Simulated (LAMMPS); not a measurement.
LAMMPS 22 Jul 2025, classical MD, Vashishta (SiC.vashishta): SiC, 32768 atoms.

```text
units metal
atom_style atomic
read_data unit.data
replicate 16 16 16
pair_style vashishta
pair_coeff * * SiC.vashishta Si C
change_box all z delta 0.0 $(2*lz) units box
velocity all create 1600 4928 dist gaussian loop geom
fix 1 all nve
fix 2 all langevin 800 800 0.04 9876 zero yes
timestep 0.001
thermo 100
run 300
reset_timestep 0
write_restart start.rst
```

```text
read_restart start.rst
pair_style vashishta
pair_coeff * * SiC.vashishta Si C
neighbor 2.0 bin
neigh_modify every 1 delay 0 check yes
fix 1 all nve
timestep 0.001
thermo_style custom step temp pe etotal press
thermo_modify format float %.10g
thermo 100
group probe id 1:48
dump probe probe custom 1000000 forces.txt id fx fy fz
dump_modify probe sort id format float %.8g
run 300
```

```bash
# ahead of the timed run: OMP_NUM_THREADS=1 mpirun -np 48 lmp -in in.warm -log none -nocite
OMP_NUM_THREADS=1 mpirun -np 64 lmp -in in.lmp -log log.lammps -nocite
```

Hardware: Arm Neoverse V2, 96 cores on 1 socket, no SMT, 1 L3 cache group.

On 64 ranks this takes 2.7 s. Times are wall-clock medians of two to five runs, from launch to exit, with nothing else on the machine. Unless noted, each process is bound to its own block of adjacent cores. Build: PyPI wheel: MPICH, OPENMP and OPT packages. Other compilers and libraries give other times. Scratch files lie in a memory file system. A preparatory run goes ahead and isn't timed.

**Question.** Make this run faster without changing its result beyond 1.0 meV/atom in energy, 10 meV/Å in forces on 48 atoms, 0.20 meV an atom in drift of the total energy. Keep to 64 cores.

**Answer.** Several could match; the one computed here: going from balance = none (default) to balance = balance 1.05 shift xyz 20 1.02, one of the fastest of the measured ones that keep the result.

```diff
+balance 1.05 shift xyz 20 1.02
```

Time: 2.7 s to 1.1 s (2.4× as fast). The largest move is in other (Other): 1.2 s to 0.0059 s. The slowest rank's pair time is 3.09 times the mean in the first run and 1.08 times in the second; the others wait. These two results differ by: energy equal as printed, forces on 48 atoms equal as printed, drift of the total energy equal as printed. Others tried: balance = balance 1.05 rcb, comm = tiled (1.1 s); balance = fix b all balance 200 1.1 rcb, comm = tiled (1.1 s); balance = fix b all balance 200 1.1 shift xyz 10 1.05 (1.2 s); balance = fix b all balance 200 1.1 shift xyz 10 1.05 weight time 0.8 (1.2 s).
